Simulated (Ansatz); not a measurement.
Data:

End structure of a constructed model of the (111) surface of fcc Pd, a pseudomorphic layer of Al in the host's stacking (bottom of the slab: a bare face, its two planes held):

```
CELL_PARAMETERS angstrom
      2.78861     0.00000     0.00000
     -1.39431     2.41501     0.00000
      0.00000     0.00000    30.00000
ATOMIC_POSITIONS crystal
  Pd 0.33333 0.66667 0.27372
  Pd 0.66667 0.33333 0.34962
  Pd 0.00000 0.00000 0.42525
  Pd 0.33333 0.66667 0.50122
  Pd 0.66667 0.33333 0.57750
  Pd 0.00000 0.00000 0.65585
  Al 0.33333 0.66667 0.72326
```

Slab: 7 atoms, 13.6 Å thick at the start; k 15x15x1, smearing 0.1 eV, dipole-corrected; single point; on the structure that PBE left under its start's symmetry; no spin, no spin-orbit, no U. It is one candidate, not shown to be the stable structure of the face.

**Question.** Give the work function of the top face at the level Ansatz (a first-principles code) with r2SCAN, at the PBE geometry.

**Answer.** 4.53 eV
